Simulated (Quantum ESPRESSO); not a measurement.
A self-consistent single point of AlAg3 (P1, 20 atoms in the cell) with Quantum ESPRESSO.

Computed with LDA (PZ), PSlibrary ultrasoft (LDA) pseudopotentials (plane waves; Quantum ESPRESSO).

```
AlAg3
1.0
    4.92234     2.84192     3.99359
   -4.92234     2.84192     3.99359
    0.00000    -5.68383     3.99359
Al Ag
5 15
Cartesian
  0.08747  -0.08125   8.20197
  0.58032  -3.17304   5.30613
  2.36048   2.04973   5.12944
 -2.98630   0.98337   5.23951
 -0.11441   0.07184   0.68004
 -1.13761   1.07942   3.09072
 -0.49961  -1.59276   3.00141
  1.63151   0.56857   2.97083
 -0.71697   2.99344   8.60032
 -2.20421  -2.27848   8.50257
  2.90362  -0.71300   8.49949
  0.99523   4.30166   6.51105
 -4.19024  -1.20830   6.54099
  3.18852  -2.88190   6.34104
 -0.49549   1.66020   5.98838
 -1.16251  -1.18946   5.86928
  1.53805  -0.51028   5.92488
  1.82756   1.73718   7.79450
 -2.32674   0.64041   7.83986
  0.72132  -2.45737   7.77537
```

Reference input (self-consistent single point, DFT, LDA (PZ), plane waves, PSlibrary ultrasoft (LDA) pseudopotentials): ecutwfc = 50 Ry; ecutrho = 300 Ry; occupations = smearing; smearing = mp; degauss = 0.0147 Ry; potentials = {Al: Al.pz-n-rrkjus_psl.1.0.0.UPF, Ag: Ag.pz-n-rrkjus_psl.1.0.0.UPF}; K_POINTS = automatic 3 3 3 0 0 0; conv_thr = 1e-10 Ry. This run's input differs from it in these lines:

```diff
@@ -11,4 +11,4 @@
    ntyp = 2
-   ecutwfc = 50
-   ecutrho = 300
+   ecutwfc = 25
+   ecutrho = 150
    occupations = 'smearing'
```

Output (repeated stretches shortened):

```
     Self-consistent Calculation

     iteration #  1     ecut=    25.00 Ry     beta= 0.70

     Threshold (ethr) on eigenvalues was too large:
     Diagonalizing with lowered threshold

     total energy              =   -1281.03929526 Ry
     estimated scf accuracy    <       1.79504034 Ry

     iteration #  2     ecut=    25.00 Ry     beta= 0.70

     total energy              =   -1281.50535372 Ry
     estimated scf accuracy    <       1.72394630 Ry

     iteration #  3     ecut=    25.00 Ry     beta= 0.70

     total energy              =   -1281.81341907 Ry
     estimated scf accuracy    <       0.15353213 Ry

   [... 11 blocks of this kind left out ...]

     iteration # 15     ecut=    25.00 Ry     beta= 0.70

     total energy              =   -1281.86741463 Ry
     estimated scf accuracy    <          1.0E-09 Ry

     iteration # 16     ecut=    25.00 Ry     beta= 0.70
     End of self-consistent calculation

     the Fermi energy is    11.6130 ev

!    total energy              =   -1281.86741463 Ry
     estimated scf accuracy    <          3.4E-11 Ry
     smearing contrib. (-TS)   =      -0.00063667 Ry
     internal energy E=F+TS    =   -1281.86677795 Ry

     convergence has been achieved in  16 iterations

     Forces acting on atoms (cartesian axes, Ry/au):

     atom    1 type  1   force =    -0.00880703    0.01315249    0.01639514
     atom    2 type  1   force =     0.00749120    0.02235354   -0.01435413
     atom    3 type  1   force =    -0.00231406   -0.01504869    0.03093802
     atom    4 type  1   force =    -0.00232858    0.00423352    0.01054332
     atom    5 type  1   force =     0.01615269   -0.01689060   -0.01263819
   [... lines left out ...]

     Total force =     0.099811     Total SCF correction =     0.000029

          total   stress  (Ry/bohr**3)                   (kbar)     P=    -2215.00
  -0.01507630  -0.00003834   0.00001177        -2217.80       -5.64        1.73
  -0.00003834  -0.01502951   0.00000665           -5.64    -2210.92        0.98
   0.00001177   0.00000665  -0.01506591            1.73        0.98    -2216.27

   JOB DONE.
```

The run converged in 16 iterations. Against the reference run the free energy goes up by 4.69 eV/atom, the pressure goes from -6.36 to -221.5 GPa and the largest force goes from 1.033 to 0.907 eV/Å.

The starting cell comes from a database of computed structures (which also holds hypothetical and non-ambient phases and stackings), without a prior relaxation at this level. Its atoms were displaced at random from the sites of space group no. 146. At the lowered cutoff the pressure carries the error of an incomplete plane-wave basis.

Cost on one core of a shared machine: roughly 6 min.
